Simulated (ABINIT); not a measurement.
Input and output of a self-consistent single point for a sheet of PbO (4 atoms in the cell) (ABINIT)

Method: PBE, PAW (JTH v2.0 PBE PAW) (plane waves; ABINIT).

This input was run:

```
# PbO, JTH v2.0 PBE PAW
pp_dirpath "./"
pseudos "Pb.GGA_PBE-JTH.xml, O.GGA_PBE-JTH.xml"
acell 3*1.0 Angstrom
rprim
         3.8796600000    0.0000000000    0.0000000000
         0.0000000000    3.8796600000    0.0000000000
         0.0000000000    0.0000000000   16.3659340000
natom 4
ntypat 2
znucl 82 8
typat 1 1 2 2
xcart
         1.9398300000    0.0000000000    9.3659294414
         0.0000000000    1.9398300000    7.0000045586
         0.0000000000    0.0000000000    8.1829670000
         1.9398300000    1.9398300000    8.1829670000
      Angstrom
ecut 48 Ry
pawecutdg 96 Ry
pawxcdev 0
ixc 11
occopt 7
tsmear 0.2 eV
nband 27
kptopt 1
ngkpt 5 5 1
nshiftk 1
shiftk 0 0 0
nstep 80
toldfe 1.0e-09
diemac 20
prtwf 0
prtden 0
enunit 2
```

Log, with long lists cut:

```
 Symmetries : space group P4/n m m (#129); Bravais tP (primitive tetrag.)

 -outvars: echo values of preprocessed input variables --------
            acell      1.8897261329E+00  1.8897261329E+00  1.8897261329E+00 Bohr
           diemac      2.00000000E+01
             ecut      2.40000000E+01 Hartree
           enunit           2
              ixc          11
         kptrlatt        5    0    0      0    5    0      0    0    1
          kptrlen      3.66574744E+01
            natom           4
            nband          27
            ngfft          36      36     144
          ngfftdg          48      48     200
             nkpt           6
            nstep          80
             nsym          16
           ntypat           2
           occopt           7
        pawecutdg      4.80000000E+01 Hartree
         pawxcdev           0
            rprim      3.8796600000E+00  0.0000000000E+00  0.0000000000E+00
                       0.0000000000E+00  3.8796600000E+00  0.0000000000E+00
                       0.0000000000E+00  0.0000000000E+00  1.6365934000E+01
          spgroup         129
           toldfe      1.00000000E-09 Hartree
           tsmear      7.34986508E-03 Hartree
            typat      1  1  2  2
           useylm           1
             xred      5.0000000000E-01  0.0000000000E+00  5.7228200000E-01
                       0.0000000000E+00  5.0000000000E-01  4.2771800000E-01
                       0.0000000000E+00  0.0000000000E+00  5.0000000000E-01
                       5.0000000000E-01  5.0000000000E-01  5.0000000000E-01
            znucl       82.00000    8.00000

== DATASET  1 ==================================================================

 Exchange-correlation functional for the present dataset will be:
  GGA: Perdew-Burke-Ernzerhof functional - ixc=11
 Citation for XC functional:
  J.P.Perdew, K.Burke, M.Ernzerhof, PRL 77, 3865 (1996)

 Real(R)+Recip(G) space primitive vectors, cartesian coordinates (Bohr,Bohr^-1):
 R(1)=  7.3314949  0.0000000  0.0000000  G(1)=  0.1363978  0.0000000  0.0000000
 R(2)=  0.0000000  7.3314949  0.0000000  G(2)=  0.0000000  0.1363978  0.0000000
 R(3)=  0.0000000  0.0000000 30.9271332  G(3)=  0.0000000  0.0000000  0.0323341
 Unit cell volume ucvol=  1.6623587E+03 bohr^3
 Angles (23,13,12)=  9.00000000E+01  9.00000000E+01  9.00000000E+01 degrees

 Coarse grid specifications (used for wave-functions):

 getcut: wavevector=  0.0000  0.0000  0.0000  ngfft=  36  36 144
         ecut(hartree)=     24.000   => boxcut(ratio)=   2.11131

 Fine grid specifications (used for densities):

 getcut: wavevector=  0.0000  0.0000  0.0000  ngfft=  48  48 200
         ecut(hartree)=     48.000   => boxcut(ratio)=   2.07350

   2.25095047E+03                                ecore*ucvol(ha*bohr**3)

_setup2: Arith. and geom. avg. npw (full set) are    9332.360    9332.338

--- !BeginCycle
solver: {iscf: 17, nstep: 80, nline: 4, wfoptalg: 10, }
tolerances: {toldfe: 1.00E-09, }
...

     iter   Etot(hartree)      deltaE(h)  residm     nres2
 ETOT  1  -151.73154802649    -1.517E+02 6.479E+00 5.400E+01
 ETOT  2  -155.52114795551    -3.790E+00 2.189E-01 3.459E+02
 ETOT  3  -154.95098587648     5.702E-01 1.093E-01 1.662E+02
 ETOT  4  -154.86924371901     8.174E-02 1.205E-02 5.960E+01
 ETOT  5  -154.87015297751    -9.093E-04 1.621E-02 5.599E+01
 ETOT  6  -154.80091302248     6.924E-02 9.047E-03 2.695E+01
   [... 25 lines left out ...]
 ETOT 32  -154.70397975944    -3.593E-07 2.259E-05 2.153E-09
 ETOT 33  -154.70397976083    -1.387E-09 1.094E-05 3.494E-09
 ETOT 34  -154.70397978645    -2.562E-08 1.465E-05 1.293E-10
 ETOT 35  -154.70397978678    -3.312E-10 9.747E-06 4.344E-11
 ETOT 36  -154.70397978695    -1.674E-10 1.133E-05 3.107E-11

 At SCF step   36, etot is converged :
  for the second time, diff in etot=  1.674E-10 < toldfe=  1.000E-09

 Cartesian components of stress tensor (hartree/bohr^3)
  sigma(1 1)= -1.00314037E-04  sigma(3 2)=  0.00000000E+00
  sigma(2 2)= -1.00314037E-04  sigma(3 1)=  0.00000000E+00
  sigma(3 3)= -7.02995925E-05  sigma(2 1)=  0.00000000E+00

 ----iterations are completed or convergence reached----

 reduced coordinates (array xred) for    4 atoms
       0.500000000000      0.000000000000      0.572282000001
       0.000000000000      0.500000000000      0.427717999999
       0.000000000000      0.000000000000      0.500000000000
       0.500000000000      0.500000000000      0.500000000000
 cartesian forces (eV/Angstrom) at end:
    1      0.00000000000000     0.00000000000000     1.41360649056570
    2     -0.00000000000000    -0.00000000000000    -1.41360649056570
    3     -0.00000000000000    -0.00000000000000     0.00000000000000
    4     -0.00000000000000    -0.00000000000000     0.00000000000000
 frms,max,avg= 5.7710243E-01 1.4136065E+00   0.000E+00  0.000E+00  0.000E+00 e/A
 length scales=  1.889726132886  1.889726132886  1.889726132886 bohr
              =  1.000000000000  1.000000000000  1.000000000000 angstroms
 Fermi (or HOMO) energy (hartree) =  -0.00032   Average Vxc (hartree)=  -0.13532
 Eigenvalues (hartree) for nkpt=   6  k points:
 kpt#   1, nband= 27, wtk=  0.04000, kpt=  0.0000  0.0000  0.0000 (reduced coord)
  -0.73376   -0.70658   -0.62733   -0.62733   -0.62679   -0.62466   -0.62122   -0.61956
  -0.61956   -0.61897   -0.61832   -0.56508   -0.33738   -0.23820   -0.20344   -0.20344
  -0.10771   -0.10525   -0.10525   -0.06111    0.04306    0.04347    0.11331    0.12716
   0.16237    0.16237    0.17825
      occupation numbers for kpt#   1
   2.00000    2.00000    2.00000    2.00000    2.00000    2.00000    2.00000    2.00000
   2.00000    2.00000    2.00000    2.00000    2.00000    2.00000    2.00000    2.00000
   2.00000    2.00000    2.00000    2.00000    0.00000    0.00000    0.00000    0.00000
   0.00000    0.00000    0.00000
 prteigrs : prtvol=0 or 1, do not print more k-points.

 Fermi (or HOMO) energy (eV) =  -0.00882   Average Vxc (eV)=  -3.68217
 Eigenvalues (   eV  ) for nkpt=   6  k points:
 kpt#   1, nband= 27, wtk=  0.04000, kpt=  0.0000  0.0000  0.0000 (reduced coord)
 -19.96658  -19.22702  -17.07043  -17.07043  -17.05572  -16.99782  -16.90422  -16.85910
 -16.85910  -16.84298  -16.82539  -15.37654   -9.18054   -6.48186   -5.53594   -5.53594
  -2.93084   -2.86392   -2.86392   -1.66290    1.17164    1.18293    3.08328    3.46011
   4.41826    4.41826    4.85055
 prteigrs : prtvol=0 or 1, do not print more k-points.

--- !EnergyTerms
comment             : Components of total free energy in Hartree
kinetic             :  2.53822479903125E+01
hartree             :  3.24893680573204E+02
xc                  : -1.09801998532704E+01
Ewald energy        :  1.73010937643101E+02
psp_core            :  1.35407026609125E+00
local_psp           : -7.15474885364547E+02
spherical_terms     :  4.71101716385918E+01
internal            : -1.54703977106518E+02
'-kT*entropy'       : -1.05297435403013E-17
total_energy        : -1.54703977106518E+02
total_energy_eV     : -4.20970930571411E+03
...

-Cartesian components of stress tensor (GPa)         [Pressure=  2.6570E+00 GPa]
- sigma(1 1)= -2.95134037E+00  sigma(3 2)=  0.00000000E+00
- sigma(2 2)= -2.95134037E+00  sigma(3 1)=  0.00000000E+00
- sigma(3 3)= -2.06828507E+00  sigma(2 1)=  0.00000000E+00

 Calculation completed.
```

The run converged in 36 iterations.

The starting cell was generated: these elements placed on a structure prototype, without a prior relaxation; it need not be a known phase or ordering of this composition. Its lattice was rescaled in the plane by a random factor within 2.5 % of one. Forces in this geometry exceed 1 eV/Å.

Cost on one core of a shared machine: roughly 4 min.
